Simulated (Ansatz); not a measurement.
An Ansatz (a quantum-chemistry and plane-wave program) run: Ru with a change (isotropic strain +5.56 %); r2SCAN (Ansatz; PAW; 500 eV plane waves; spin-orbit coupling left out), earlier PAW set.

Input:

Ansatz 0.2 input:
```yaml
crystal:
  lattice:
    - [2.8559448958, 0, 0]
    - [-1.4279724479, 2.4733208316, 0]
    - [0, 0, 4.502206967]
  atoms:
    - { symbol: Ru, position: [0.3333333333, 0.6666666667, 0.75] }
    - { symbol: Ru, position: [0.6666666667, 0.3333333333, 0.25] }
basis: { ecutwfc: 500, ecutrho_ratio: 4, xc_grid: 4, fft_grid_basis: typed }
kpoints: { mp_grid: { grid: [24, 24, 14] } }
hamiltonian:
  xc: r2scan
  dispersion: none
  pseudopotentials: { azcp: { folder: ./paw }, kind: paw }
scf: { occupations: { method: fermi_dirac, width: 0.1 }, convergence: { dr2_threshold: 0.0000000002 } }
relax: { f_tol: 0.005, max_steps: 50 }
output: { forces: true, stress: true }
checkpoint: { write: state.ck, write_every: 1000 }
```

Output (explanatory and most iteration lines left out):

```
Relaxation: its limit of steps is 50 (relax.max_steps)
Pseudopotential: Ru, paw, valence charge 16
Crystal: 2 atoms, lattice volume = 31.802 Å³
Basis set: ecut = 500 eV, 809 PW (Γ), exchange–correlation on 96×96×144 points (64 copies of the dense FFT grid, shifted against one another)
Bands: 20, of which v1, the nominal top of the filled ones, is band 16 counted from 1 (15 counted from 0)
Symmetry: 24 space group operations
Space group: P63/mmc (ITA 194), of the structure as read, at distance tolerance 3.2e-5 Å
k-points: 488 of 8064
Functional: x = r2scan, c = r2scan; τ floored in thin density (d = 2e-4 eV/Å³)
SCF iter   1: F=—  HF=-11781.899830 eV  |F-HF|=—  |Δ(HF+E_count)|=         —  Δρ=1.09e-1  dr2=4.06e0  dr2_τ=1.29e-1  ethr=3.10e-3  ⟨swp⟩=5.0  Hψ=89574  notcnv=0  defer=39
SCF iter   2: F=—  HF=-11780.832521 eV  |F-HF|=—  |Δ(HF+E_count)|=    1.07e0  Δρ=4.39e-2  dr2=6.32e-1  dr2_τ=6.79e-2  ethr=3.10e-3  ⟨swp⟩=2.7  Hψ=25214  notcnv=0  defer=426
SCF 1 converged in 9 iterations: F = -11780.867905 eV  dr2 = 8.63e-12
relax step   1: F+E_penalty+E_count = -11780.86790547 eV  Δ(F+E_penalty+E_count) = +0.000e0 eV  max|allowed force component| = 1.966e-17 eV/Å  Δτ_max = 0.0000 Å  (9 SCF iters, accepted)
Crystal: 2 atoms, lattice volume = 31.802 Å³
Bands: 24, of which v1, the nominal top of the filled ones, is band 16 counted from 1 (15 counted from 0)
SCF iter   1: F=—  HF=-11780.867905 eV  |F-HF|=—  |Δ(HF+E_count)|=         —  Δρ=2.04e-7  dr2=8.63e-12  dr2_τ=7.62e-13  ethr=1.00e-12  ⟨swp⟩=1.0  Hψ=47266  notcnv=0  defer=276
SCF iter   2: F=-11780.867905 eV  HF=-11780.867905 eV  |F-HF|=1.82e-12  |Δ(HF+E_count)|=  2.36e-11  Δρ=1.27e-7  dr2=2.87e-12  dr2_τ=1.06e-13  ethr=1.00e-12  ⟨swp⟩=3.0  Hψ=26241  notcnv=0
SCF 2 converged in 2 iterations: F = -11780.867905 eV  dr2 = 2.87e-12
SCF converged after 2 iterations
Free energy (F): -11780.867905 eV
Internal energy: -11780.799787 eV  (E = F + TS)
E sigma→0 (E₀):  -11780.833846 eV
Entropy (-TS):   -0.068118 eV (-34.059 meV/atom)
Fermi energy:    18.998186 eV
--- Forces (eV/Å), atoms counted from 1 ---
  atom   1  Ru    -0.00000000     0.00000000     0.00000000
  atom   2  Ru    -0.00000000    -0.00000000     0.00000000
--- Stress (GPa, compression-positive) ---
      -35.930600       0.000000       0.000000
        0.000000     -35.930600       0.000000
        0.000000       0.000000     -38.485190
  P = ⅓ Tr σ = -36.7821 GPa (-367.821 kbar)
--- Relaxed structure (1 steps of the walk, 1 accepted, 0 SCFs on fresh bases) ---
  atoms:
    - { symbol: Ru, position: [0.3333333333333333, 0.6666666666666666, 0.75] }
    - { symbol: Ru, position: [0.6666666666666666, 0.3333333333333333, 0.25] }
```

Whether these cells are dynamically stable was not tested. All final runs are without spin polarisation. The cell was made from Ru in the hcp (Mg type) structure (space group P6_3/mmc, No. 194) by this change: isotropic strain +5.56 %.
